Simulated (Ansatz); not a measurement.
The starting structures come from a database of crystals and need not be the phases stable at ambient conditions.

By PBEsol, the system below comes out a metal.

A figure of merit of an interconnect metal is its ballistic conductance per area.

```xyz
3
Lattice="5.5173 0.0000 0.0000 1.8391 7.6999 0.0000 2.7586 0.0000 1.5927" Properties=species:S:1:pos:R:3 pbc="T T T"
Mg     0.0000     0.0000     0.0000
Mg     5.5173     5.1266     0.0000
Mg     1.8391     2.5733     0.0000
```

Space group of this cell: R-3m. The cell is taken as given.

The current flows along the normal of the first two printed cell vectors, the (110) plane of the conventional cell. No spin-orbit coupling; the value is a mean over 0.1 eV about the Fermi level.

Question: Give the ballistic conductance per area that Ansatz (a quantum-chemistry and plane-wave program) with PBEsol yields.

Answer: 0.79 × 10¹⁵ S/m² for both spins.
